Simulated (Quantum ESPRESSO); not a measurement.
## σxx against uniaxial strain in fcc Au (space group 225): C11 (Quantum ESPRESSO, LDA)

```
CELL_PARAMETERS angstrom
      0.00000     2.02260     2.02260
      1.99226     0.00000     2.02260
      1.99226     2.02260     0.00000
ATOMIC_POSITIONS crystal
  Au 0.00000 0.00000 0.00000
```

Method: LDA (PZ), GBRV 1.5 ultrasoft (LDA) pseudopotentials (plane waves; Quantum ESPRESSO). Settings: ecutwfc = 52 Ry; ecutrho = 416 Ry; occupations = smearing; smearing = fd; degauss = 0.0036749 Ry; potentials = {Au: au_lda_v1.uspp.F.UPF}; K_POINTS = automatic 36 36 36 0 0 0; conv_thr = 1e-10 Ry; mixing_beta = 0.3. The cell above is the first row's. The rows stretch one cube axis (x) by the strain ε and hold the other two. Stress is positive in tension. In all rows the k mesh is held.

| ε (%) | σxx (GPa) |
|---|---|
| -1.5 | -3.37 |
| -1.0 | -2.19 |
| -0.5 | -1.05 |
| 0.0 | 0.05 |
| 0.5 | 1.13 |
| 1.0 | 2.17 |
| 1.5 | 3.17 |
| 2.0 | ? |

The 7 complete rows are fitted with a parabola, σxx against ε. Least squares gives σxx = 0.056 + 2.1800·ε - 0.0686·ε². Residuals (row less fit): -0.002, 0.003, 0.001, -0.006, 0.001, 0.003, -0.002; standard error 0.004 (degrees of freedom: 4). The slope at ε = 0, 2.1800 GPa per cent, gives C11 ≈ 100 × 2.1800 = 218 GPa, for the static lattice.

**Question.** What does the fit predict for σxx at ε = 2.0, and how far is the calculated value from it?

**Answer.** σxx = 0.056 + 2.1800 × 2.0 - 0.0686 × 2.0² = 4.142 GPa. The calculation gives 4.15 GPa, 0.008 GPa above the prediction (0.1 % of the range of σxx in the table). The row lies outside the fitted rows, so this is an extrapolation. From the scatter of the fitted rows alone, a prediction at this place has a standard error of 0.007 GPa, so the miss is 1.1 times that.

Carrying the step between the two nearest rows on in a straight line would have given 4.17, off by 0.02; series whose last step already gives the withheld value aren't shown. The reference cell has the volume at which an earlier scan in this program and functional put its minimum by a fit. The unstrained cell stands at a pressure of -0.05 GPa, and the constants belong to that pressure. Spin-orbit coupling is off. Without a gap such slopes are sensitive to mesh and smearing. Cutoffs and mesh are single choices, not tested for convergence of this quantity. Series with a scatter that would blur these digits, or in which a gap closes, are not shown. Strain series were run only where this level's volume lies within 10 % of a first guess from the measured size.
